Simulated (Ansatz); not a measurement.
**MoPd (model structure, Pm-3m, No. 221, 2 atoms in the cell): bulk modulus B0 by level of theory**

No measured value is used here.

```
level (code)     value (GPa)  cell (Å³/atom)
---------------  -----------  --------------
LDA (Ansatz)             254           14.86
PBEsol (Ansatz)          239           15.18
r²SCAN (Ansatz)          229           15.46
```

The crystal itself was run without spin with LDA, PBEsol, r²SCAN; a magnetic state was not tried in these runs. LDA, PBEsol, r²SCAN: the run has no spin polarisation, so it can have missed a magnetic state. LDA, PBEsol, r²SCAN: the bulk modulus is −V dP/dV from two relaxed cells at ±2 % in volume. Each level is taken at its own relaxed cell. Cutoffs differ between the levels. Ansatz's density-functional and Hartree–Fock values are scalar-relativistic unless marked +SOC, with PAW data made under PBE.

A model structure was made by putting elements into a prototype or built by hand; it is no filed structure, need not be a known phase, and can be a saddle point held by its symmetry.

Ansatz is a first-principles code.
